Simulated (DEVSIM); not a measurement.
Structure: abrupt GaAs n-p junction, at 350 K.

```tsv
layer (left to right)	material	thickness (μm)	Nd (cm⁻³)	Na (cm⁻³)	τn (s)	τp (s)
1	GaAs	23.0	3.9e15	-	2.2e-9	2.2e-9
2	GaAs	60.0	-	2.2e16	2.2e-9	2.2e-9
```

Left contact: ohmic. Right contact: ohmic. Voltage is applied to the left contact. Recombination: SRH at mid-gap, radiative, Auger. Mobility is μmin + (μ − μmin)/(1 + (N/Nref)^α).

Constants are typed, rounded textbook-type inputs, not results; the design itself was drawn at random and stands for no fabricated device. Values at 300 K; Nc and Nv go as T^1.5, mobilities as T to minus their exponent, the gap by Varshni's rule with the affinity fixed.

```csv
parameter,GaAs
gap (eV),1.424
affinity (eV),4.07
permittivity,12.9
Nc (cm⁻³),4.7e17
Nv (cm⁻³),9e18
μn (cm²/Vs),8500
μp (cm²/Vs),400
"μn,min",500
"μp,min",20
"Nref,n",6e16
"Nref,p",1.5e17
αn,0.39
αp,0.38
T exponent of μn,2.1
T exponent of μp,2.2
B (cm³/s),2e-10
Cn (cm⁶/s),1e-30
Cp (cm⁶/s),1e-30
Varshni α (eV/K),0.000541
Varshni β (K),204
```

Simulated with DEVSIM: 1D drift-diffusion, Boltzmann statistics, complete ionisation; no tunnelling, impact ionisation, image-force lowering or self-heating.

Base results: dark forward voltage at 1 A/cm² (V) 0.888; dark forward voltage at 100 A/cm² (V) 1.845; potential step across the device at zero bias (V) 1.061; largest field in the device at zero bias (V/cm) 31000.

### Question
What follows from this one change: doping Nd of layer 1 3.9e+15 → 3.9e+16 cm^-3?

### Answer
dark forward voltage at 1 A/cm² 0.888 → 0.913 V; dark forward voltage at 100 A/cm² 1.845 → 1.769 V; potential step across the device at zero bias 1.061 → 1.131 V; largest field in the device at zero bias 31000 → 65000 V/cm.

### Question
What follows from this one change: minority lifetime in layer 1 2.2e-09 → 6.6e-09 s?

### Answer
dark forward voltage at 1 A/cm² 0.888 → 0.898 V; dark forward voltage at 100 A/cm² 1.845 → 1.837 V; potential step across the device at zero bias little changed (1.061 V); largest field in the device at zero bias little changed (31000 V/cm).

### Question
What follows from this one change: constant mobility in place of the doping-dependent one?

### Answer
dark forward voltage at 1 A/cm² 0.888 → 0.881 V; dark forward voltage at 100 A/cm² 1.845 → 1.584 V; potential step across the device at zero bias little changed (1.061 V); largest field in the device at zero bias little changed (31000 V/cm).
